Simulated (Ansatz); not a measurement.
An Ansatz (a program for electronic structure) run: GaS with a change (uniaxial strain ε_zz = −4.78 %); PBEsol-D3(BJ) (Ansatz), no SOC.

Input:

Ansatz 0.2 input:
```yaml
crystal:
  lattice:
    - [3.534198305, 0, 0]
    - [-1.7670991525, 3.0607055142, 0]
    - [0, 0, 14.3200490095]
  atoms:
    - { symbol: Ga, position: [0.3333333333, 0.6666666667, 0.6695647927] }
    - { symbol: Ga, position: [0.6666666667, 0.3333333333, 0.1695647927] }
    - { symbol: Ga, position: [0.6666666667, 0.3333333333, 0.3304352073] }
    - { symbol: Ga, position: [0.3333333333, 0.6666666667, 0.8304352073] }
    - { symbol: S, position: [0.3333333333, 0.6666666667, 0.0969459189] }
    - { symbol: S, position: [0.6666666667, 0.3333333333, 0.5969459189] }
    - { symbol: S, position: [0.6666666667, 0.3333333333, 0.9030540811] }
    - { symbol: S, position: [0.3333333333, 0.6666666667, 0.4030540811] }
basis: { ecutwfc: 420, ecutrho_ratio: 4, xc_grid: 2, fft_grid_basis: typed }
kpoints: { mp_grid: { grid: [11, 11, 3] } }
hamiltonian:
  xc: pbesol
  dispersion: d3bj
  pseudopotentials: { kind: paw }
scf: { occupations: { method: fermi_dirac, width: 0.05 }, convergence: { dr2_threshold: 0.0000000008 } }
relax: { f_tol: 0.005, max_steps: 50 }
output: { forces: true, stress: true }
checkpoint: { write: state.ck, write_every: 1000 }
```

Output (explanatory and most iteration lines left out):

```
Relaxation: its limit of steps is 50 (relax.max_steps)
Pseudopotential: Ga, paw, valence charge 13
Pseudopotential: S, paw, valence charge 6
Crystal: 8 atoms, lattice volume = 154.902 Å³
Basis set: ecut = 420 eV, 2993 PW (Γ), exchange–correlation on 48×48×192 points (8 copies of the dense FFT grid, shifted against one another)
Bands: 46, of which v1, the nominal top of the filled ones, is band 38 counted from 1 (37 counted from 0)
Symmetry: 24 space group operations
Space group: P63/mmc (ITA 194), of the structure as read, at distance tolerance 5.4e-5 Å
k-points: 32 of 363
Functional: x = pbesol(κ = 0.804, μ = 0.12345679012345678), c = pbesol(β = 0.046)
SCF iter   1: F=—  HF=-18519.465456 eV  |F-HF|=—  |Δ(HF+E_count)|=         —  Δρ=5.43e-3  dr2=6.93e-2  ethr=1.77e-3  ⟨swp⟩=7.1  Hψ=5893  notcnv=0  defer=3
SCF iter   2: F=—  HF=-18519.448623 eV  |F-HF|=—  |Δ(HF+E_count)|=   1.68e-2  Δρ=2.00e-3  dr2=8.03e-3  ethr=9.12e-5  ⟨swp⟩=2.4  Hψ=2451  notcnv=0  defer=65
SCF 1 converged in 9 iterations: F = -18519.447067 eV  dr2 = 1.17e-10
relax step   1: F+E_penalty+E_count = -18519.44706701 eV  Δ(F+E_penalty+E_count) = +0.000e0 eV  max|allowed force component| = 5.311e-1 eV/Å  Δτ_max = 0.0000 Å  (9 SCF iters, accepted)
Crystal: 8 atoms, lattice volume = 154.902 Å³
SCF iter   1: F=—  HF=-18519.554794 eV  |F-HF|=—  |Δ(HF+E_count)|=         —  Δρ=5.29e-3  dr2=2.50e-2  ethr=3.28e-5  ⟨swp⟩=1.8  Hψ=4906  notcnv=0  defer=72
SCF iter   2: F=—  HF=-18519.549634 eV  |F-HF|=—  |Δ(HF+E_count)|=   5.16e-3  Δρ=2.66e-3  dr2=6.62e-3  ethr=3.28e-5  ⟨swp⟩=2.2  Hψ=2368  notcnv=0  defer=72
SCF 2 converged in 9 iterations: F = -18519.548517 eV  dr2 = 1.44e-10
relax step   2: F+E_penalty+E_count = -18519.54851699 eV  Δ(F+E_penalty+E_count) = -1.014e-1 eV  max|allowed force component| = 1.351e-1 eV/Å  Δτ_max = 0.0735 Å  (9 SCF iters, accepted)
Crystal: 8 atoms, lattice volume = 154.902 Å³
SCF iter   1: F=—  HF=-18519.549903 eV  |F-HF|=—  |Δ(HF+E_count)|=         —  Δρ=4.21e-4  dr2=1.51e-4  ethr=7.07e-7  ⟨swp⟩=2.2  Hψ=3411  notcnv=0  defer=75
SCF iter   2: F=—  HF=-18519.549869 eV  |F-HF|=—  |Δ(HF+E_count)|=   3.40e-5  Δρ=1.97e-4  dr2=2.12e-5  ethr=1.99e-7  ⟨swp⟩=2.2  Hψ=2143  notcnv=0  defer=75
SCF 3 converged in 7 iterations: F = -18519.549927 eV  dr2 = 1.88e-10
relax step   3: F+E_penalty+E_count = -18519.54992692 eV  Δ(F+E_penalty+E_count) = -1.410e-3 eV  max|allowed force component| = 3.669e-2 eV/Å  Δτ_max = 0.0037 Å  (7 SCF iters, accepted)
Crystal: 8 atoms, lattice volume = 154.902 Å³
SCF iter   1: F=—  HF=-18519.549992 eV  |F-HF|=—  |Δ(HF+E_count)|=         —  Δρ=1.46e-4  dr2=2.05e-5  ethr=3.07e-7  ⟨swp⟩=2.2  Hψ=3293  notcnv=0  defer=75
SCF iter   2: F=—  HF=-18519.550048 eV  |F-HF|=—  |Δ(HF+E_count)|=   5.62e-5  Δρ=6.94e-5  dr2=3.20e-6  ethr=2.70e-8  ⟨swp⟩=2.0  Hψ=1915  notcnv=0  defer=75
SCF 4 converged in 6 iterations: F = -18519.550049 eV  dr2 = 7.03e-10
relax step   4: F+E_penalty+E_count = -18519.55004907 eV  Δ(F+E_penalty+E_count) = -1.221e-4 eV  max|allowed force component| = 7.093e-5 eV/Å  Δτ_max = 0.0012 Å  (6 SCF iters, accepted)
SCF converged after 6 iterations
Free energy (F): -18519.550049 eV
Internal energy: -18519.550046 eV  (E = F + TS)
E sigma→0 (E₀):  -18519.550048 eV
Entropy (-TS):   -0.000003 eV (-0.000 meV/atom)
Fermi energy:    8.425266 eV
  E_disp       = -2.155537  (pairwise vdW)
--- Forces (eV/Å), atoms counted from 1 ---
  atom   1  Ga     0.00000000    -0.00000000    -0.00005854
  atom   2  Ga    -0.00000000     0.00000000    -0.00005854
  atom   3  Ga     0.00000000     0.00000000     0.00005854
  atom   4  Ga     0.00000000    -0.00000000     0.00005854
  atom   5  S     -0.00000000    -0.00000000    -0.00007093
  atom   6  S     -0.00000000     0.00000000    -0.00007093
  atom   7  S      0.00000000     0.00000000     0.00007093
  atom   8  S      0.00000000    -0.00000000     0.00007093
--- Stress (GPa, compression-positive) ---
        1.087864       0.000000      -0.000000
        0.000000       1.087864      -0.000000
       -0.000000      -0.000000       3.980144
  P = ⅓ Tr σ = 2.0520 GPa (20.520 kbar)
--- Relaxed structure (4 steps of the walk, 4 accepted, 0 SCFs on fresh bases) ---
  atoms:
    - { symbol: Ga, position: [0.3333333333333333, 0.6666666666666666, 0.6666823334081098] }
    - { symbol: Ga, position: [0.6666666666666666, 0.3333333333333333, 0.16668233340810973] }
    - { symbol: Ga, position: [0.6666666666666666, 0.3333333333333333, 0.33331766659189027] }
    - { symbol: Ga, position: [0.3333333333333333, 0.6666666666666666, 0.8333176665918903] }
    - { symbol: S, position: [0.3333333333333333, 0.6666666666666666, 0.09193998716834408] }
    - { symbol: S, position: [0.6666666666666666, 0.3333333333333333, 0.5919399871683443] }
    - { symbol: S, position: [0.6666666666666666, 0.3333333333333333, 0.9080600128316559] }
    - { symbol: S, position: [0.3333333333333333, 0.6666666666666666, 0.40806001283165605] }
```

No phonon test of stability was made. The cell was made from GaS in the beta-GaS type structure (space group P6_3/mmc, No. 194; layered, stacked along the Cartesian z axis) by this change: uniaxial strain ε_zz = −4.78 %.
